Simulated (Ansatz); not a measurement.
An Ansatz (a first-principles code) input (r2SCAN/PAW in Ansatz, scalar-relativistic without spin-orbit coupling):

Ansatz 0.2 input:
```yaml
crystal:
  lattice:
    - [2.8629808388, 0, 0]
    - [-1.4314904194, 2.4794141369, 0]
    - [0, 0, 4.5242134306]
  atoms:
    - { symbol: Ti, position: [0.6666666667, 0.3333333333, 0.75] }
    - { symbol: Ti, position: [0.3333333333, 0.6666666667, 0.25] }
basis: { ecutwfc: 500, ecutrho_ratio: 4, xc_grid: 4, fft_grid_basis: typed }
kpoints: { mp_grid: { grid: [23, 23, 13] } }
hamiltonian:
  xc: r2scan
  dispersion: none
  pseudopotentials: { kind: paw }
scf: { occupations: { method: fermi_dirac, width: 0.1 }, convergence: { dr2_threshold: 0.0000000002 } }
relax: { f_tol: 0.005, max_steps: 50 }
output: { forces: true, stress: true }
checkpoint: { write: state.ck, write_every: 1000 }
```

Q: Which symmetry and how many k-points will the program report, and about how many plane waves at Γ?

A: Space group P63/mmc (ITA 194) with 24 operations, k-points 392 of 6877, and 809 plane waves at Γ.

Q: And the final pressure?

A: 10.09 GPa (compression positive).

The cells carry an imposed strain or load. No phonon test of stability was made. The final runs are not spin-polarised. The cell was made from Ti in the hcp (Mg type) structure (space group P6_3/mmc, No. 194) by this change: isotropic strain −2.50 %.
